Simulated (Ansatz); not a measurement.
Start from Zn in the hcp (Mg type) structure (space group P6_3/mmc, No. 194; relaxed with 0.1 eV smearing).

```
CELL_PARAMETERS angstrom
      2.61293     0.00000     0.00000
     -1.30646     2.26286     0.00000
      0.00000     0.00000     4.78146
ATOMIC_POSITIONS crystal
  Zn 0.66667 0.33333 0.75000
  Zn 0.33333 0.66667 0.25000
```

Cartesian axes are those of the cell as printed.

Method: Ansatz (a quantum-chemistry and plane-wave program) PBEsol, without spin-orbit coupling.

Before the change:

- Pressure = 0.0 GPa
- Shortest interatomic distance = 2.613 Å

The change: uniaxial strain ε_xx = +1.50 %, all other strain components held at zero, atoms relaxed at fixed cell.

Task: How does this affect the energy relative to the base, pressure and shortest interatomic distance?

Result: The energy goes up by 2.0 meV/atom; the pressure (mean of the normal stresses, compression positive) goes from zero to -1.5 GPa; the shortest interatomic distance goes up by 0.010 Å, from 2.613 Å to 2.623 Å.

No phonon test of stability was made.
